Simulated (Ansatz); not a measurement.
## NbP (model structure, from the NbAs type, I4₁md, No. 109): volume per atom by level of theory

No measured value is used here.

| level (code) | value (Å³/atom) |
|---|---|
| PBE (Ansatz) | 16.00 |
| PBEsol (Ansatz) | 15.56 |
| PBE-D3(BJ) (Ansatz) | 15.46 |

Ansatz's density-functional and Hartree–Fock values are scalar-relativistic unless marked +SOC, with PAW data made under PBE.

A model structure was made by putting elements into a prototype or built by hand; it is no filed structure, need not be a known phase, and can be a saddle point held by its symmetry.

Ansatz is a first-principles code.
